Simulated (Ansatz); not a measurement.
Take ZrRh (space group Pnma, No. 62) as the base.

```yaml
crystal:
  lattice:
    - [6.05513, 0.00000, 0.00000]
    - [0.00000, 4.43946, 0.00000]
    - [0.00000, 0.00000, 5.25186]
  atoms:
    - { symbol: Zr, position: [0.82494, 0.75000, 0.85909] }
    - { symbol: Zr, position: [0.17506, 0.25000, 0.14091] }
    - { symbol: Zr, position: [0.67506, 0.25000, 0.35909] }
    - { symbol: Zr, position: [0.32494, 0.75000, 0.64091] }
    - { symbol: Rh, position: [0.45309, 0.75000, 0.16832] }
    - { symbol: Rh, position: [0.54691, 0.25000, 0.83168] }
    - { symbol: Rh, position: [0.04691, 0.25000, 0.66832] }
    - { symbol: Rh, position: [0.95309, 0.75000, 0.33168] }
```

Cartesian axes are those of the cell as printed.

The values are results of Kohn–Sham DFT with the PBEsol functional, run in Ansatz (a program for electronic structure) with PAW and 420 eV plane waves, spin-orbit coupling left out, not measurements.

Before the change:

The pressure is 0.0 GPa.

Now apply this change: strain tensor (xx, yy, zz, yz, xz, xy) = (+2.25, +1.36, −0.68, −1.64, +1.02, −0.36) %, atoms relaxed at fixed cell.

Question: Predict the new pressure and largest internal atomic displacement.

Answer: The pressure (mean of the normal stresses, compression positive) goes from zero to -4.3 GPa; the largest internal atomic displacement amounts to 0.015 Å.

Whether these cells are dynamically stable was not tested. All final runs are without spin polarisation.
